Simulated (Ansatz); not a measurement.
Sb (model structure, I-43m, No. 217, 4 atoms in the cell), treated with r²SCAN (Ansatz, a program for electronic structure, PAW).

Run with plane-wave cutoff 560 eV, 8×8×8 k mesh, Fermi–Dirac smearing 0.01 eV, scalar-relativistic PAW data made under PBE.

Cell (relaxed at this level):

```cif
data_Sb8
_chemical_formula_sum 'Sb8'
_space_group_name_H-M_alt 'I-43m'
_space_group_IT_number 217
_space_group_name_Hall 'I -4 2 3'
_cell_length_a 7.10989
_cell_length_b 7.10989
_cell_length_c 7.10989
_cell_angle_alpha 90.000
_cell_angle_beta 90.000
_cell_angle_gamma 90.000
loop_
_atom_site_label
_atom_site_type_symbol
_atom_site_symmetry_multiplicity
_atom_site_Wyckoff_symbol
_atom_site_fract_x
_atom_site_fract_y
_atom_site_fract_z
_atom_site_occupancy
Sb1 Sb 8 c 0.14133 0.14133 0.14133 1
```
(The calculation used a cell of 4 atoms; values per cell refer to that cell.)

Q: What does this level give for the band gap?

A: 
- band gap: 1.58 eV (on the SCF k mesh)

Note: the relaxation could raise the start's symmetry but not lower it, so the cell can be a saddle point.

Spin–orbit coupling is not included; with these elements it can move the gap by several tenths of an eV or more.

The computed numbers hold no vibrational or temperature effects.

A model structure was made by putting elements into a prototype or built by hand; it is no filed structure, need not be a known phase, and can be a saddle point held by its symmetry.
